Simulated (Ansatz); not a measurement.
**Gap of zincblende BN (F-43m) by level, hydrostatic pressure**

```
CELL_PARAMETERS angstrom
      0.00000     1.80284     1.80284
      1.80284     0.00000     1.80284
      1.80284     1.80284     0.00000
ATOMIC_POSITIONS crystal
  B  0.00000 0.00000 0.00000
  N  0.25000 0.25000 0.25000
```

Geometry: cell and atoms relaxed with PBEsol, then loaded (compression positive). Ansatz (a program for electronic structure) gave the bands at 2 levels on these cells.

```tsv
Level	gap at -18.00 GPa (eV)	gap unloaded (eV)	gap at 18.00 GPa (eV)
PBE	4.423	4.481	4.525
r2SCAN	4.939	5.008	5.062
```

Problem. Compare the spread of the gaps with that of the shifts.

Solution. Loaded minus unloaded: PBE -0.058 and 0.044 eV; r2SCAN -0.069 and 0.054 eV. The unloaded gaps spread over 0.527 eV and the shifts over 0.011 eV, so the levels agree better on the shift. Adding the shifts of PBE to the unloaded gap of r2SCAN gives 4.950 and 5.052 eV, against 4.939 and 5.062 eV computed.

 Gaps are resolved to about 0.01 eV; the mean electron masses of the levels agree within half at each load. Every relaxation keeps the zincblende phase, so a transition, a distortion that breaks the symmetry or fracture can't show.
